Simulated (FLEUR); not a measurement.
FLEUR run on GaNi₃ (Pm-3m, 4 atoms in the cell): self-consistent single point.

Computed with LDA (Perdew-Zunger), all-electron FLAPW (FLEUR), scalar-relativistic valence.

The change in words: lattice scaled by 0.98. Reference geometry:
```xyz
4
Lattice="3.4838 0.0000 0.0000 0.0000 3.4838 0.0000 0.0000 0.0000 3.4838" Properties=species:S:1:pos:R:3 pbc="T T T"
Ga     0.0000     0.0000     0.0000
Ni     1.7419     0.0000     1.7419
Ni     0.0000     1.7419     1.7419
Ni     1.7419     1.7419     0.0000
```
Moments meant for the start (each program seeds them in its own way; μB, in the order of the atoms Ga Ni Ni Ni): 0.0 2.0 2.0 2.0.

Reference input (self-consistent single point, DFT, LDA (Perdew-Zunger), all-electron FLAPW (FLEUR), scalar-relativistic valence): Kmax = 3.6 1/bohr; GmaxXC = 14.4 1/bohr; xcFunctional = pz; jspins = 2; l_soc = F; mode = hist; fermiSmearingEnergy = 0.00367493 Htr; mesh (inpgen div1-3) = 8 8 8; inpgen gamma flag = true; Gmax = 14.4 1/bohr; numbands = 0; maxIterBroyd = 15. This run's input differs from it in these lines:

```diff
@@ -3,5 +3,5 @@
 &input film=f /
-3.4838460000 0.0000000000 0.0000000000
-0.0000000000 3.4838460000 0.0000000000
-0.0000000000 0.0000000000 3.4838460000
+3.4141690000 0.0000000000 0.0000000000
+0.0000000000 3.4141690000 0.0000000000
+0.0000000000 0.0000000000 3.4141690000
 1.8897261246
@@ -46,5 +46,5 @@
          <bravaisMatrix>
-            <row-1>    6.5835148002832113     0.0000000000000000     0.0000000000000000</row-1>
-            <row-2>    0.0000000000000000     6.5835148002832113     0.0000000000000000</row-2>
-            <row-3>    0.0000000000000000     0.0000000000000000     6.5835148002832113</row-3>
+            <row-1>    6.4518443530994567     0.0000000000000000     0.0000000000000000</row-1>
+            <row-2>    0.0000000000000000     6.4518443530994567     0.0000000000000000</row-2>
+            <row-3>    0.0000000000000000     0.0000000000000000     6.4518443530994567</row-3>
          </bravaisMatrix>
```

Log, with long lists cut:

```
 Iteration:     1   Distance:      52.21064663 me/bohr^3
 Iteration:     2   Distance:      49.78576319 me/bohr^3
 Iteration:     3   Distance:      26.98210711 me/bohr^3
 Iteration:     4   Distance:      16.34081735 me/bohr^3
 Iteration:     5   Distance:      11.55598375 me/bohr^3
   [... 20 lines left out ...]
 Iteration:    26   Distance:       0.00016706 me/bohr^3
 Iteration:    27   Distance:       0.00003252 me/bohr^3
 Iteration:    28   Distance:       0.00002745 me/bohr^3
 Iteration:    29   Distance:       0.00000171 me/bohr^3
 Run finished successfully
 Stop message:
   Structural relaxation: Done

[file out, last iteration]
             iter=     30
[...]
          total density-effective poten   -1.0317169539E+04
          total charge density-energy d   -2.5645764222E+02
 Updated energy parameters for spin:           1
 Updated energy parameters for spin:           2
[...]
 fermi energy and band-weighting factors:

[...]
FERMIE:
          first approx. to ef    (T=0)  :   0.415587 htr   (energy of the highest occ. eigenvalue)
          number of occ. states  (T=0)  :       2128
          first approx. to seigv (T=0)  : -25.268108 htr
          sum of weights of occ. states :  61.003906
          sum of semicore charge        :   0.000000 e
FERHIS:  Fermi-Energy by histogram:
          bandgap                     :   0.000464 htr
   [... lines left out ...]
          charge neutrality (T=0)     :   0.003906    (zero if the highest occ. eigenvalue is "entirely" occupied)
     EF_NEWTON:  Adjust Fermi-Energy by Newton-Method.
 Direct bandgap for spin            1 :    8.7206547228131370E-003  Htr
 Direct bandgap for spin            2 :    8.7206580108962761E-003  Htr
 ---->    free energy=                     -6496.5273318478 htr
   [... lines left out ...]
 ***** TOTAL FORCES ON ATOMS *****
 TOTAL FORCE FOR ATOM TYPE=  1  X=  0.000   Y=  0.000   Z=  0.000
                       FX_TOT= 0.000000 FY_TOT= 0.000000 FZ_TOT= 0.000000
 TOTAL FORCE FOR ATOM TYPE=  2  X=  3.226   Y=  0.000   Z=  3.226
                       FX_TOT= 0.000000 FY_TOT= 0.000000 FZ_TOT= 0.000000
 Structural relaxation: Done
```

The run converged in 29 iterations. FLEUR gives forces in its relaxation mode, with a further iteration, so its stop message speaks of a relaxation. 

The starting cell comes from a database of computed structures (which also holds hypothetical and non-ambient phases and stackings), without a prior relaxation at this level. Its lattice was rescaled by a random factor within 2.5 % of one. For this run, on top of that: lattice scaled by 0.98. The starting moments vanished: the run ended non-magnetic, which need not be the lowest state. Values depend on the basis (sphere radii, cutoffs, local orbitals), which need not be converged. The log's line on a gap gives a spacing of levels on this mesh, which the program prints for metals too.

These are the values that this program gave, and no reference: the default basis lacks the next d shell.

Cost on one core of a shared machine: roughly 4 min.
